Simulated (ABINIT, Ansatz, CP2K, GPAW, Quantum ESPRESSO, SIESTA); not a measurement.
**One structure in several programs: Al₃Sc (Pm-3m, 4 atoms in the cell)**

Self-consistent single point, at a second geometry (lattice scaled by 0.98). First geometry:

```
Al3Sc
1.0
    4.07827     0.00000     0.00000
    0.00000     4.07827     0.00000
    0.00000     0.00000     4.07827
Sc Al
1 3
Direct
  0.00000   0.00000   0.00000
  0.00000   0.50000   0.50000
  0.50000   0.00000   0.50000
  0.50000   0.50000   0.00000
```

Shared settings, as Ansatz (a first-principles code) writes them: kpoints.mp_grid.grid = 8 8 8; scf.occupations.method = gaussian; scf.occupations.width = 0.272 eV. Potentials and cutoffs stand in the table.

```
code                                                                                                                                model  ΔF from the first geometry (meV/atom)  pressure (GPa)       cutoff
----------------  -----------------------------------------------------------------------------------------------------------------------  -------------------------------------  --------------  -----------
CP2K                                                              PBE, GPW, DZVP-MOLOPT-PBE-GTH basis, GTH-PBE potentials (POTENTIAL_UZH)                                   30.3            8.20  grid 600 Ry
ABINIT                                                           PBE, norm-conserving pseudopotentials (PseudoDojo nc-sr-05 PBE standard)                                   29.6            8.09        39 Ha
SIESTA            GGA PBE, numerical atomic orbitals DZP, PseudoDojo PBE standard norm-conserving potentials (rewritten from UPF to PSML)                                   25.3            7.33  grid 400 Ry
Ansatz                                                                                                             PBE, default PAW files                                   30.8            8.26       420 eV
GPAW                                                                                         PBE, GPAW PAW datasets PBE (gpaw-data 1.0.1)                                   31.1            8.39       800 eV
Quantum ESPRESSO                                                          PBE, PseudoDojo standard norm-conserving (PBE) pseudopotentials                                   29.6            8.10        80 Ry
```

The spread over the programs that give each value: ΔF from the first geometry within 5.8 meV/atom; pressure within 1.06 GPa.

CP2K and SIESTA use small atom-centred bases, whose incompleteness enters pressures, forces and empty levels differently from a plane-wave cutoff. Ansatz's pressure is given at a fixed set of plane waves, as the other plane-wave codes print theirs; with its correction for the finite basis it is 8.32 GPa.

The starting cell has typed, rounded lattice constants, without a prior relaxation at this level. Its lattice was rescaled by a random factor within 2.5 % of one. For this run, on top of that: lattice scaled by 0.98.

Left out of this page: Elk and FLEUR (not drawn, or without a comparable value).

Keys are those of Ansatz 0.2.
